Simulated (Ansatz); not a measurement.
Relaxation of the outer planes of the (11-20) surface of hcp Re in its 1x1 cell, outermost plane spacing 1.39 Å in the ideal cut.

These are PBE (plane waves to 420 eV, PAW; Ansatz, a first-principles code) values and carry that method's errors.

Set-up: 16 atoms, 9.7 Å thick at the start (thin: gaps and levels are the slab's own); mesh 9x8x1; 0.1 eV smearing; dipole correction on; all atoms relaxed; held to the start's symmetry, so lower structures may exist; no spin, no spin-orbit, no U.

```csv
plane,atoms,bulk spacing to the next (Å),relaxed spacing (Å),change (%),rumpling (Å)
1,2 Re,1.388,(withheld),(withheld),0.00
2,2 Re,1.388,1.437,3.5,0.00
```

Q: Complete the blanks.

A: 
- 1, relaxed spacing (Å): 1.176
- 1, change (%): -15.3
